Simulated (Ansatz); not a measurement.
The starting structures come from a database of crystals and need not be the phases stable at ambient conditions.

Input:

```
CELL_PARAMETERS angstrom
      6.19953     0.00674     0.00263
      1.00767     6.73675    -0.06896
      3.10033    -1.34456     5.19754
ATOMIC_POSITIONS crystal
  Cd 0.66801 0.00000 0.66801
  Cd 0.33199 0.00000 0.33199
  P  0.94419 0.17283 0.05581
  P  0.05581 0.82717 0.94419
  S  0.60025 0.26334 0.08445
  S  0.39975 0.73666 0.91555
  S  0.08445 0.73666 0.60025
  S  0.91555 0.26334 0.39975
  S  0.76703 0.74187 0.23297
  S  0.23297 0.25813 0.76703
```

Space group of this cell: C2/m. The cell was relaxed by PBE-D3(BJ); by PBEsol its mean pressure is -0.5 GPa.

Transport runs along the normal of the first two printed cell vectors.

No gap correction and no spin-orbit coupling; mid-gap values are interpolated between computed energies.

Problem. State the band gap and the smallest decay constant κ at mid-gap according to PBEsol run with Ansatz (a program for electronic structure).

Solution. Gap 1.68 eV on a 6×6×6 mesh; κ = 0.175 1/Å, at the zone centre.
